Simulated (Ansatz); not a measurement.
**CdS, pressure series**

Consider CdS in the wurtzite structure (space group P6_3mc, No. 186).

```yaml
crystal:
  lattice:
    - [4.07411, 0.00000, 0.00000]
    - [-2.03706, 3.52828, 0.00000]
    - [0.00000, 0.00000, 6.63675]
  atoms:
    - { symbol: Cd, position: [0.33333, 0.66667, 0.00038] }
    - { symbol: Cd, position: [0.66667, 0.33333, 0.50038] }
    - { symbol: S, position: [0.33333, 0.66667, 0.37662] }
    - { symbol: S, position: [0.66667, 0.33333, 0.87662] }
```

Cell and atoms are relaxed at each pressure.

Computed with plane-wave PAW DFT at the LDA level (Ansatz, a program for electronic structure, 420 eV), no spin-orbit coupling.

| change | band gap | electron mass | density |
|---|---|---|---|
| base | 1.03 eV | 0.11 mₑ along c, 0.11 mₑ across (at Γ) | 5.03 g/cm³ |
| pressure −2 GPa | 0.96 eV | 0.10 mₑ along c, 0.11 mₑ across (at Γ) | 4.87 g/cm³ |
| pressure −1 GPa | 0.99 eV | 0.10 mₑ along c, 0.11 mₑ across (at Γ) | 4.95 g/cm³ |
| pressure 0.9 GPa | 1.06 eV | 0.11 mₑ along c, 0.12 mₑ across (at Γ) | 5.09 g/cm³ |
| pressure 2.1 GPa | 1.09 eV | 0.11 mₑ along c, 0.12 mₑ across (at Γ) | 5.18 g/cm³ |
| pressure 4.5 GPa | 1.15 eV | 0.12 mₑ along c, 0.12 mₑ across (at Γ) | 5.33 g/cm³ |
| pressure 9 GPa | 1.24 eV | 0.12 mₑ along c, 0.13 mₑ across (at Γ) | 5.58 g/cm³ |
| pressure 15 GPa | 1.31 eV | 0.13 mₑ along c, 0.14 mₑ across (at Γ) | 5.88 g/cm³ |
| pressure 22.5 GPa | 1.27 eV | 0.12 mₑ along c, 0.15 mₑ across (at Γ) | 6.21 g/cm³ |
| pressure 30 GPa | 0.91 eV | 0.10 mₑ along c, 0.16 mₑ across (at Γ) | 6.59 g/cm³ |

Load acts through the strain it causes; cell and atoms are relaxed under it. Effective masses come from finite differences of ±0.01 Å⁻¹. Whether these cells are dynamically stable was not tested. Measured, CdS leaves this structure (for rock salt) near 2.54 GPa (temperature not stated; as listed in Datta, Sujoy, Jana, Debnarayan, arXiv (2020)), on rising pressure, with hysteresis.
